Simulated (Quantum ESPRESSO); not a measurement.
**Habitual settings against a tight run: Cd (P6_3/mmc, 4 atoms in the cell)**

Self-consistent single point.

```
Cd
1.0
    3.19499     0.00000     0.00000
   -1.59749     2.76694     0.00000
    0.00000     0.00000    10.27989
Cd
4
Direct
  0.00000   0.00000   0.00000
  0.00000   0.00000   0.50000
  0.33333   0.66667   0.25000
  0.66667   0.33333   0.75000
```

Computed with LDA (PZ), GBRV 1.5 ultrasoft (LDA) pseudopotentials (plane waves; Quantum ESPRESSO).

Base settings: ecutwfc = 40 Ry; ecutrho = 200 Ry; occupations = smearing; smearing = methfessel-paxton; degauss = 0.0073499 Ry; potentials = {Cd: cd_lda_v1.uspp.F.UPF}; K_POINTS = automatic 8 8 3 0 0 0; conv_thr = 1e-10 Ry; mixing_beta = 0.4.

Tight run (finer mesh or higher cutoff; not a proven limit): ecutwfc: 40 Ry → 56 Ry; ecutrho: 200 Ry → 280 Ry; conv_thr: 1e-10 Ry → 7.3e-11 Ry; K_POINTS: automatic 8 8 3 0 0 0 → automatic 11 11 5 0 0 0. It gave Fermi level (on the code's own zero) 10.47 eV; pressure -7.98 GPa.

Quick runs, as changes from the base:
- A: the base itself
- B: ecutwfc: 40 Ry → 27 Ry; ecutrho: 200 Ry → 216 Ry; pseudopotentials: {Cd: cd_lda_v1.uspp.F.UPF} → {Cd: Cd.pbe-dn-rrkjus_psl.0.3.1.UPF}; K_POINTS: automatic 8 8 3 0 0 0 → automatic 6 6 6 1 1 1; input_dft: default → pbesol [PBEsol]
- C: ecutwfc: 40 Ry → 32 Ry; ecutrho: 200 Ry → 160 Ry; smearing: methfessel-paxton → fermi-dirac; degauss: 0.0073499 Ry → 0.0147 Ry; K_POINTS: automatic 8 8 3 0 0 0 → automatic 2 2 2 1 1 1
- D: ecutwfc: 40 Ry → 20 Ry; ecutrho: 200 Ry → 100 Ry; K_POINTS: automatic 8 8 3 0 0 0 → automatic 2 2 2 0 0 0
- E: ecutwfc: 40 Ry → 20 Ry; ecutrho: 200 Ry → 100 Ry; degauss: 0.0073499 Ry → 0.019992 Ry; K_POINTS: automatic 8 8 3 0 0 0 → automatic 8 8 8 1 1 1
- F: ecutwfc: 40 Ry → 32 Ry; ecutrho: 200 Ry → 160 Ry; smearing: methfessel-paxton → fermi-dirac; degauss: 0.0073499 Ry → 0.0099958 Ry; K_POINTS: automatic 8 8 3 0 0 0 → automatic 6 6 6 1 1 1

Energies are extrapolated to zero smearing width, which holds to low order in the width alone (under cold and Methfessel-Paxton smearing the free energy itself is taken).

Dashes: energy of B, another energy zero; time of C, D, under 30 s.

† marks runs with another functional, U, potentials or spin treatment: their distance from the tight run is not a convergence error alone.

The count of work is k-points × plane waves × bands × iterations; it is no time. Core times come from one kind of shared machine and are given to one figure; runs under 30 s give none.

The starting cell was generated: these elements placed on a structure prototype, without a prior relaxation; it need not be a known phase or ordering of this composition. Its lattice was rescaled by a random factor within 2.5 % of one. In the base run, with a pressure of about -7 GPa the cell is away from its equilibrium volume at this level.

```
run  energy less tight (meV/atom)  pressure less tight (GPa)  count of work / tight  core time / tight (rough)
---  ----------------------------  -------------------------  ---------------------  -------------------------
A                            32.1                       1.05                   0.23                        0.2
B†                              –                     -79.04                   0.21                        0.2
C                            53.0                       1.88                  0.014                          –
D                          2529.2                     -98.05                  0.020                          –
E                          2152.5                     -98.00                   0.28                        0.3
F                            91.4                       0.99                   0.30                        0.2
```

Among the runs at the tight run's level, the energy misses run from 32.1 to 2529.2 meV/atom.
